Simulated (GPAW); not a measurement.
A self-consistent single point of Ag (Fm-3m, 1 atom in the cell) with GPAW.

Method of the run: PBE, GPAW PAW datasets PBE (gpaw-data 1.0.1) (plane waves; GPAW).

The change in words: lattice scaled by 0.98. Reference geometry:
```
Ag
1.0
    0.00000     2.06080     2.06080
    2.06080     0.00000     2.06080
    2.06080     2.06080     0.00000
Ag
1
Direct
  0.00000   0.00000   0.00000
```

Reference input (self-consistent single point, DFT PBE, plane waves, GPAW PAW datasets PBE (gpaw-data 1.0.1)): mode = pw; ecut = 550 eV; xc = PBE; kpts = 9 9 9; mesh shift (steps) = 0 0 0; occupations.name = methfessel-paxton; occupations.width = 0.272 eV; occupations.order = 0; nbands = -5; convergence.density = 1e-05 e/electron; convergence.energy = 1e-05 eV/electron; symmetry.symmorphic = false. This run's input differs from it in these lines:

```diff
@@ -5,5 +5,5 @@
 atoms = Atoms(['Ag'],
-              cell=[[0.000000, 2.060799, 2.060799],
-                    [2.060799, 0.000000, 2.060799],
-                    [2.060799, 2.060799, 0.000000]],
+              cell=[[0.000000, 2.019583, 2.019583],
+                    [2.019583, 0.000000, 2.019583],
+                    [2.019583, 2.019583, 0.000000]],
               scaled_positions=[[0.000000, 0.000000, 0.000000]],
```

Output, abridged:

```
     iter     time        total  log10-change:
                         energy   eigst   dens
iter:   1 --:--:--    -3.111029
iter:   2 --:--:--    -3.051416   -2.47  -1.52
iter:   3 --:--:--    -2.875861   -2.40  -1.56
iter:   4 --:--:--    -2.857222   -4.02  -2.14
iter:   5 --:--:--    -2.851581   -3.34  -2.10
iter:   6 --:--:--    -2.851073   -4.53  -2.90
iter:   7 --:--:--    -2.851336   -6.15  -3.09
iter:   8 --:--:--    -2.850839   -5.23  -2.94
iter:   9 --:--:--    -2.850839   -6.98  -4.44
iter:  10 --:--:--    -2.850839c  -7.55c -4.44
iter:  11 --:--:--    -2.850839c  -8.38c -4.60
iter:  12 --:--:--    -2.850839c  -7.78c -4.73
iter:  13 --:--:--    -2.850839c  -9.25c -5.54c
Converged after 13 iterations.

Dipole moment: (0.000000, 0.000000, -0.000000) |e|*Ang

Energy contributions relative to reference atoms: (reference = -144597.826354)

Kinetic:         +0.841725
Potential:       -1.702745
External:        +0.000000
XC:              -2.157344
Entropy (-ST):   -0.004624
Local:           +0.169838
SIC:             +0.000000
--------------------------
Free energy:     -2.853152
Extrapolated:    -2.850839

Showing only first 2 kpts
 Kpt  Band  Eigenvalues  Occupancy
  0     6      3.84017    2.00000
  0     7      4.94410    2.00000
  0     8      4.94410    2.00000
  0     9     25.06651    0.00000

  1     6      4.03736    2.00000
  1     7      4.74377    2.00000
  1     8      5.03503    2.00000
  1     9     25.25505    0.00000

Fermi level: 8.93882

No gap
No difference between direct/indirect transitions
Energy (eV): -2.850839

Forces in eV/Ang:
  0 Ag   -0.00000   -0.00000   -0.00000

Stress tensor:
    -0.055172     0.000000     0.000000
     0.000000    -0.055172    -0.000000
     0.000000    -0.000000    -0.055172
Stress (GPa, Voigt): [-8.8396 -8.8396 -8.8396 -0.      0.      0.    ]
```

The run converged in 13 iterations. GPAW prints stress with tension positive. Against the reference run the free energy goes up by 32.0 meV/atom and the pressure goes from 1.55 to 8.84 GPa.

The starting cell comes from a database of computed structures (which also holds hypothetical and non-ambient phases and stackings), without a prior relaxation at this level. Its lattice was rescaled by a random factor within 2.5 % of one. For this run, on top of that: lattice scaled by 0.98. With a pressure of about 9 GPa the cell is away from its equilibrium volume at this level.
